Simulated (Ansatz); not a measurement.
Base system: MgS in the rock salt structure (space group Fm-3m, No. 225; a = 5.182 Å).

The change: cell and atoms relaxed at a pressure of 10 GPa.

Levels (all Ansatz, a quantum-chemistry and plane-wave program, PAW): PBEsol (420 eV, scalar-relativistic without spin-orbit coupling); HSE06+SOC (420 eV, with spin-orbit coupling).

The geometry is relaxed with PBEsol.

PBEsol valence-band top at Γ: 0.00, 0.00, 0.00 eV
PBEsol band gap: 2.92 eV

With HSE06+SOC at the same geometry, the valence-band top at Γ (three highest Kramers pairs, from the VBM) becomes 0.00, 0.00, -0.11 eV (PBEsol: 0.00, 0.00, 0.00 eV); the band gap increases by 1.114 eV to 4.04 eV. The threefold valence maximum splits by Δso ≈ 0.11 eV.

Single points use the geometry relaxed with PBEsol. The hybrid gap comes from the SCF mesh plus the semilocal run's edge points and a few special points and is an upper bound. Differences between runs with and without spin-orbit coupling are approximate. Load acts through the strain it causes; cell and atoms are relaxed under it. Whether these cells are dynamically stable was not tested. Competing high-pressure phases were not computed.
